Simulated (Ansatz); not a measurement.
A calculation on AlB2-type ZrB2 returned lattice constant a 3.164 Å, lattice parameter c 3.544 Å, equilibrium volume per atom 10.24 Å³/atom, bulk modulus 245 GPa, elastic constant C11 584 GPa, elastic constant C44 261 GPa, Voigt–Reuss–Hill shear modulus 242 GPa.

For reference: lattice constant a 3.17 Å (measured, room temperature, not corrected to a static lattice; as tabulated in Zhang et al. (2020), arXiv:1911.03307); lattice parameter c 3.532 Å (measured, room temperature, no zero-point or thermal correction; as tabulated in Zhang et al. (2020), arXiv:1911.03307); elastic constant C11 568 GPa (measured, room temperature, not corrected to a static lattice; as tabulated in Zhang et al. (2020), arXiv:1911.03307).

Question: Which level of theory produced these numbers?
A. BLYP (Ansatz, a program for electronic structure)
B. LDA (Ansatz)
C. RPBE (Ansatz)
D. r²SCAN+rVV10 (Ansatz)

Answer: D, r²SCAN+rVV10 (Ansatz)

The others give: LDA 3.133 Å, 3.488 Å, 9.88 Å³/atom, 261 GPa, 606 GPa, 276 GPa, 251 GPa; BLYP 3.186 Å, 3.611 Å, 10.58 Å³/atom, 220 GPa, 514 GPa, 218 GPa, 206 GPa; RPBE 3.187 Å, 3.560 Å, 10.44 Å³/atom, 229 GPa, 546 GPa, 241 GPa, 225 GPa.

Unless a cell is named, each level is at its own relaxed cell (BLYP 10.58, LDA 9.88, r²SCAN+rVV10 10.24, RPBE 10.44 Å³/atom).

Ansatz's density-functional and Hartree–Fock values are scalar-relativistic unless marked +SOC, with PAW data made under PBE.
